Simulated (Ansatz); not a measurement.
The starting structures come from a database of crystals and need not be the phases stable at ambient conditions.

Inside the gap of an insulator the Bloch states are evanescent, with a wavenumber k + iκ along the transport direction.

Here is the system:

```
FH3Si
1.0
    4.62682     0.00000     0.11869
    0.00000     7.57059     0.00000
   -0.95034     0.00000     7.52901
Si H F
4 12 4
Direct
  0.19874   0.23124   0.09006
  0.80126   0.76876   0.90994
  0.30126   0.73124   0.40994
  0.69874   0.26876   0.59006
  0.99615   0.21904   0.22914
  0.00385   0.78096   0.77086
  0.50385   0.71904   0.27086
  0.49615   0.28096   0.72914
  0.45009   0.10986   0.11945
  0.54991   0.89014   0.88055
  0.04991   0.60986   0.38055
  0.95009   0.39014   0.61945
  0.78848   0.08373   0.55898
  0.21152   0.91627   0.44102
  0.71152   0.58373   0.94102
  0.28848   0.41627   0.05898
  0.01377   0.16803   0.90533
  0.98623   0.83197   0.09467
  0.48623   0.66803   0.59467
  0.51377   0.33197   0.40533
```

Space group of this cell: P2_1/c. The cell was relaxed by PBE-D3(BJ); by r2SCAN its mean pressure is -1.2 GPa.

Transport runs along the normal of the first two printed cell vectors.

The gap is the functional's own, uncorrected, and κ follows it; spin-orbit coupling is left out. Mid-gap values are interpolated between the computed energies.

Q: Compute, with r2SCAN (Ansatz, an electronic-structure program), the band gap and the smallest decay constant κ at mid-gap.

A: Gap 6.40 eV on a 8×4×4 mesh; κ = 0.573 1/Å, at (0.250, 0.000) of the in-plane reciprocal vectors. At the zone centre, at the nearest computed energy, the slowest state has κ = 0.59 1/Å.
